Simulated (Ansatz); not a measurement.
Results of r²SCAN in Ansatz (plane waves, PAW) for ZnSnN₂ (model structure, started from the MgZrN2 type, I4₁/amd, No. 141, 8 atoms in the cell).

Run with plane-wave cutoff 560 eV, 12×12×12 k mesh, Fermi–Dirac smearing 0.01 eV, scalar-relativistic PAW data made under PBE.

Cell (relaxed with PBEsol):

```xyz
8
Lattice="-2.1962 2.1962 4.6534 2.1962 -2.1962 4.6534 2.1962 2.1962 -4.6534" Properties=species:S:1:pos:R:3 pbc="T T T"
Zn     0.0000     0.0000     4.6534
Zn     2.1962     0.0000     2.3267
Sn     0.0000     2.1962     2.3267
Sn     0.0000     0.0000     0.0000
N      0.0000     2.1962     0.1490
N      0.0000     0.0000     7.1290
N      0.0000     0.0000     2.1777
N      0.0000     2.1962     4.5044
```

### Question
Give the computed band gap and smallest direct gap on the k points sampled.

### Answer

- band gap = 0.49 eV
- smallest direct gap on the k points sampled = 2.03 eV

Note: the relaxation could raise the start's symmetry but not lower it, so the cell can be a saddle point; cell and atoms aren't relaxed at this level (largest force component 0.05 eV/Å, pressure 0.3 GPa).

Spin–orbit coupling is not included.

The computed numbers hold no vibrational or temperature effects.

A model structure was made by putting elements into a prototype or built by hand; it is no filed structure, need not be a known phase, and can be a saddle point held by its symmetry.

Ansatz is a quantum-chemistry and plane-wave program.
